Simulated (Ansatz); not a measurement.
## Short convergence ladders for SrAg2 (Imm2, 6 atoms in the cell)

```xyz
6
Lattice="-2.3694 3.8619 4.1365 2.3694 -3.8619 4.1365 2.3694 3.8619 -4.1365" Properties=species:S:1:pos:R:3 pbc="T T T"
Sr     0.0000     1.9309     0.4224
Sr     2.3694     1.9309     3.7641
Ag     2.3694     3.4402    -1.3428
Ag     0.0000     0.4216     5.4792
Ag     0.0000     4.2835     2.7937
Ag     2.3694    -0.4216     1.3428
```

Base method: LDA (PW92), default PAW files made with PBE (plane waves; Ansatz, an electronic-structure program).

Base settings: basis.ecutwfc = 30.9 Ry; kpoints.mp_grid.grid = 5 5 5; hamiltonian.xc = lda; hamiltonian.pseudopotentials = {kind: paw} (the program's default PAW files); scf.occupations.method = gaussian; scf.occupations.width = 0.0073 Ry.

The count of work is k-points × plane waves × bands × iterations; it is no time. Core times come from one kind of shared machine, to one figure; runs under 30 s give none.

**The k-point mesh**

The second cell is the first with its lattice scaled by 0.98.

Only quantities that move along the ladder and can be compared are tabulated.

```csv
kpoints.mp_grid.grid,free energy less the last step's (meV/atom),energy of the compressed cell less the first (meV/atom),pressure (GPa),largest difference of a force vector from the last step's (eV/Å),count of work / last,core time / last (rough)
2 2 2,46.66,-17.79,-3.36,0.320,0.018,–
4 4 4,4.87,-22.35,-3.81,0.012,0.064,–
5 5 5,6.92,-22.22,-3.79,0.020,0.096,–
7 7 7,0.09,-22.25,-3.80,0.007,0.23,0.3
9 9 9,-0.63,-22.15,-3.79,0.005,0.45,0.5
10 10 10,-0.23,-22.10,-3.78,0.005,0.61,0.6
12 12 12,0.00,-22.07,-3.78,0.000,1.0,1
```

Coarsest kpoints.mp_grid.grid that holds the free energy within 2 meV/atom of the last step, with all finer ones: 7 7 7, at 0.23 of the last step's count of work and about 0.3 of the last step's time; the step before is off by 6.9 meV/atom.

Coarsest kpoints.mp_grid.grid that holds the pressure within 0.2 GPa of the last step, with all finer ones: 4 4 4, at 0.064 of the last step's count of work; the step before is off by 0.41 GPa.

The energy difference between the two cells stays within 1 meV/atom of the last step's from 4 4 4 on, the total only from 7 7 7 on: much of the error is common to both cells and cancels.

**The k-point mesh at a smearing width of 0.3 eV**

In this ladder: scf.occupations.width = 0.022 Ry.

Only quantities that move along the ladder and can be compared are tabulated.

| kpoints.mp_grid.grid | free energy less the last step's (meV/atom) | largest difference of a force vector from the last step's (eV/Å) | count of work / last | core time / last (rough) |
|---|---|---|---|---|
| 3 3 3 | 7.01 | 0.051 | 0.023 | – |
| 4 4 4 | 4.15 | 0.013 | 0.052 | – |
| 5 5 5 | 4.61 | 0.014 | 0.079 | – |
| 7 7 7 | 0.38 | 0.003 | 0.19 | 0.2 |
| 11 11 11 | 0.02 | 0.001 | 0.63 | 0.6 |
| 13 13 13 | 0.00 | 0.000 | 1.0 | 1 |

Coarsest kpoints.mp_grid.grid that holds the forces within 0.02 eV/Å of the last step, with all finer ones: 4 4 4, at 0.052 of the last step's count of work; the step before is off by 0.051 eV/Å.

Coarsest kpoints.mp_grid.grid that holds the free energy within 5 meV/atom of the last step, with all finer ones: 4 4 4, at 0.052 of the last step's count of work; the step before is off by 7.0 meV/atom.

Two neighbours can agree and both be off: 4 4 4 and 5 5 5 differ by 0.46 meV/atom in the free energy, yet lie about 4.6 meV/atom from the last step.

**The width of cold smearing**

In this ladder: kpoints.mp_grid.grid = 8 8 8; scf.occupations.method = cold.

Narrow widths need finer meshes than wide ones, so the last steps can hold mesh noise.

Only quantities that move along the ladder and can be compared are tabulated; pressure and forces are left out, as mesh noise rules them at narrow widths.

| scf.occupations.width | free energy less the last step's (meV/atom) | core time / last (rough) |
|---|---|---|
| 0.0735 Ry | -8.15 | 1 |
| 0.0367 Ry | -0.19 | 1.0 |
| 0.022 Ry | 0.18 | 1.0 |
| 0.0073 Ry | 0.00 | 1 |

Widest scf.occupations.width that holds the free energy within 0.5 meV/atom of the last step, with all finer ones: 0.0367 Ry; the step before is off by 8.2 meV/atom.

On the base run: the starting cell comes from a database of computed structures (which also holds hypothetical and non-ambient phases and stackings), without a prior relaxation at this level. Its lattice was rescaled by up to half a per cent. One atom was moved a little off its site on purpose. In the base run, with a pressure of about -4 GPa the cell is away from its equilibrium volume at this level. Ansatz's pressure includes its estimate of the finite-basis (Pulay) stress.

Left out of this page: 2 runs of the series outside the window shown, repeating another row's setting, or not comparable.

Keys are those of Ansatz 0.2.
